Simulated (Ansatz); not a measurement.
Start from Y in the hcp (Mg type) structure (space group P6_3/mmc, No. 194; a = 3.6557 Å, c = 5.6788 Å).

Method: Kohn–Sham DFT with the PBE functional, run in Ansatz (a program for electronic structure) with PAW and 420 eV plane waves, spin-orbit coupling left out, earlier PAW set.

For the base:

The volume per atom comes out as 32.86 Å³. The c/a ratio is 1.553.

It is then changed as follows: cell and atoms relaxed at a pressure of 50 GPa.

Q: Estimate the effect on the volume per atom.

A: The volume per atom shrinks by 14.06 Å³ to 18.80 Å³.

Q: Predict the new c/a ratio.

A: The c/a ratio grows by 0.096, from 1.553 to 1.649.

Load acts through the strain it causes; cell and atoms are relaxed under it. Whether these cells are dynamically stable was not tested. Competing high-pressure phases were not computed. The final runs are not spin-polarised.
